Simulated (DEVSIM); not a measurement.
Structure: abrupt Si p-n junction, at 350 K.

```tsv
layer (left to right)	material	thickness (μm)	Nd (cm⁻³)	Na (cm⁻³)	τn (s)	τp (s)
1	Si	72.0	-	4e18	1.4e-6	1.4e-6
2	Si	4.10	5.6e14	-	1.4e-6	1.4e-6
```

Left contact: ohmic. Right contact: ohmic. Voltage is applied to the left contact. Recombination: SRH at mid-gap, radiative, Auger. Mobility is μmin + (μ − μmin)/(1 + (N/Nref)^α).

This is a model device: material constants are rounded textbook-type values typed into the input, and sizes, dopings and lifetimes were drawn at random. Values at 300 K; Nc and Nv go as T^1.5, mobilities as T to minus their exponent, the gap by Varshni's rule with the affinity fixed.

```csv
parameter,Si
gap (eV),1.124
affinity (eV),4.05
permittivity,11.7
Nc (cm⁻³),2.86e19
Nv (cm⁻³),3.1e19
μn (cm²/Vs),1417
μp (cm²/Vs),470
"μn,min",52
"μp,min",45
"Nref,n",9.7e16
"Nref,p",2.2e17
αn,0.68
αp,0.72
T exponent of μn,2.3
T exponent of μp,2.2
B (cm³/s),4.7e-15
Cn (cm⁶/s),2.8e-31
Cp (cm⁶/s),9.9e-32
Varshni α (eV/K),0.000473
Varshni β (K),636
```

Simulated with DEVSIM: 1D drift-diffusion, Boltzmann statistics, complete ionisation; no tunnelling, impact ionisation, image-force lowering or self-heating.

The doping Nd of layer 2 was swept, all else fixed.

```
doping Nd of layer 2 (cm^-3)  dark forward voltage at 1 A/cm² (V)  potential step across the device at zero bias (V)  largest field in the device at zero bias (V/cm)  dark forward voltage at 100 A/cm² (V)
----------------------------  -----------------------------------  -------------------------------------------------  -----------------------------------------------  -------------------------------------
1.7e13                                                      0.352                                              0.603                                           120000                                  0.640
5.6e13                                                      0.370                                              0.639                                           120000                                  0.642
1.7e14                                                          …                                              0.672                                           120000                                  0.644
5.6e14                                                      0.420                                              0.708                                           120000                                  0.648
1.7e15                                                      0.451                                              0.742                                           120000                                  0.656
5.6e15                                                      0.487                                              0.777                                           120000                                  0.672
1.7e16                                                      0.523                                              0.811                                           130000                                  0.693
```

Q: Some entries are withheld; supply them.

A: 
- 1.7e14, dark forward voltage at 1 A/cm² (V): 0.391
